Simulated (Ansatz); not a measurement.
For wurtzite BN (high-pressure phase), LDA (plane waves, PAW; Ansatz, a program for electronic structure) gives:

| Property | Value |
|---|---|
| lattice parameter a | 2.523 Å |
| lattice parameter c | 4.175 Å |
| bulk modulus | 402 GPa |
| cohesive energy | 8.03 eV/atom |
| band gap at the measured cell | 4.99 eV |
| high-frequency dielectric constant | 4.58 |
| elastic constant C11 | 988 GPa |
| elastic constant C44 | 345 GPa |
| polycrystal shear modulus | 404 GPa |

Task: What does r²SCAN (Ansatz, plane waves, PAW) give for the same quantities?

Result: 
- lattice constant a: 2.544 Å (grows by 0.8 %)
- lattice parameter c: 4.208 Å (grows by 0.8 %)
- bulk modulus: 391 GPa (falls by 2.7 %)
- cohesive energy: 6.79 eV/atom (shrinks by 1.24 eV/atom)
- band gap at the measured cell: 5.77 eV (grows by 0.78 eV)
- high-frequency dielectric constant: 4.46 (shrinks by 2.6 %)
- elastic constant C11: 977 GPa (decreases by 1.1 %)
- elastic constant C44: 350 GPa (increases by 1.4 %)
- Voigt–Reuss–Hill shear modulus: 405 GPa (stays essentially unchanged)

For comparison: lattice constant a 2.55 Å (measured, temperature not stated, not corrected to a static lattice; as tabulated in Doll et al. (2008), arXiv:0810.5476); lattice parameter c 4.2 Å (measured, temperature not stated, no zero-point or thermal correction; as tabulated in Doll et al. (2008), arXiv:0810.5476); bulk modulus 375 ± 9 GPa (measured, room temperature, no zero-point or thermal correction; as tabulated in Equation of state of wurtzitic boron nitride to 66 GPa, Appl. Phys. Lett., doi …).

Changes are worked out from the printed values.

Unless a cell is named, each level is at its own relaxed cell (LDA 5.76, r²SCAN 5.90 Å³/atom).

Density-functional gaps are differences of (generalised) Kohn–Sham levels.

Ansatz's density-functional and Hartree–Fock values are scalar-relativistic unless marked +SOC, with PAW data made under PBE.
